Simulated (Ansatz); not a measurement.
The starting structures come from a database of crystals and need not be the phases stable at ambient conditions.

By PBEsol, the system below comes out a metal.

A figure of merit of an interconnect metal is its ballistic conductance per area.

Input:

```xyz
5
Lattice="4.1375 0.0000 0.0000 0.0000 5.8514 0.0000 0.0000 2.9257 2.9257" Properties=species:S:1:pos:R:3 pbc="T T T"
Lu     0.0000     0.0000     0.0000
B      2.0688     2.9257     0.0000
Rh     2.0688     1.4628     1.4628
Rh     2.0688     4.3885     1.4628
Rh     0.0000     2.9257     0.0000
```

Space group of this cell: Pm-3m, cubic perovskite. The cell is taken as given; by PBEsol its mean pressure is -2.5 GPa.

The current flows along the normal of the first two printed cell vectors, the (110) plane of the conventional cell. No spin-orbit coupling; the value is a mean over 0.1 eV about the Fermi level.

### Question
State the ballistic conductance per area according to PBEsol (Ansatz, a first-principles code).

### Answer
0.60 × 10¹⁵ S/m² for both spins.
